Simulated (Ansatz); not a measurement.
Bulk modulus of PdSb (P6₃/mmc, No. 194, 4 atoms in the cell; start mp-1769) at several levels of theory

No measured value is used here.

| level (code) | value (GPa) | cell (Å³/atom) |
|---|---|---|
| LDA (Ansatz) | … | 19.69 |
| PBEsol (Ansatz) | 122 | 20.16 |
| r²SCAN (Ansatz) | 115 | 20.63 |

Question: Complete the blanks.

Answer: 
- LDA (Ansatz, a first-principles code), value (GPa): 131

The crystal itself was run without spin with LDA, PBEsol, r²SCAN; a magnetic state was not tried in these runs. LDA, PBEsol, r²SCAN: the bulk modulus is −V dP/dV from two relaxed cells at ±2 % in volume. LDA, PBEsol, r²SCAN: the relaxation could not lower the start's symmetry, so the cell can be a saddle point above a distorted one. Each level is taken at its own relaxed cell. Cutoffs differ between the levels. Ansatz's density-functional and Hartree–Fock values are scalar-relativistic unless marked +SOC, with PAW data made under PBE.

A start named mp-… is a Materials Project structure, which need not be a measured phase.
